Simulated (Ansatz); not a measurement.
Results of G0W0@PBEsol in Ansatz (plane waves, hard PAW, contour deformation, complete-basis limit) for Li3SF (model structure, started from the Li3OCl type, Pm-3m, No. 221, 5 atoms in the cell).

Numerical settings: largest k mesh 6×6×6 (not extrapolated in the mesh).

Cell (relaxed with PBEsol):

```cif
data_FLi3S
_chemical_formula_sum 'Li3 F1 S1'
_space_group_name_H-M_alt 'P 1'
_space_group_IT_number 1
_cell_length_a 4.46268
_cell_length_b 4.46268
_cell_length_c 4.46268
_cell_angle_alpha 90.000
_cell_angle_beta 90.000
_cell_angle_gamma 90.000
loop_
_space_group_symop_operation_xyz
  'x, y, z'
loop_
_atom_site_label
_atom_site_type_symbol
_atom_site_fract_x
_atom_site_fract_y
_atom_site_fract_z
_atom_site_occupancy
Li1 Li 0.00000 0.50000 0.50000 1
Li2 Li 0.50000 0.00000 0.50000 1
Li3 Li 0.50000 0.50000 0.00000 1
F1 F 0.00000 0.00000 0.00000 1
S1 S 0.50000 0.50000 0.50000 1
```

Q: Estimate the band gap that the calculation returns.

A: 
- band gap = 6.47 eV (indirect)

Note: the relaxation could raise the start's symmetry but not lower it, so the cell can be a saddle point; the gap holds a correction of +0.41 eV to the complete basis.

Computed values are for the static lattice.

A model structure was made by putting elements into a prototype or built by hand; it is no filed structure, need not be a known phase, and can be a saddle point held by its symmetry.

Ansatz is a first-principles code.
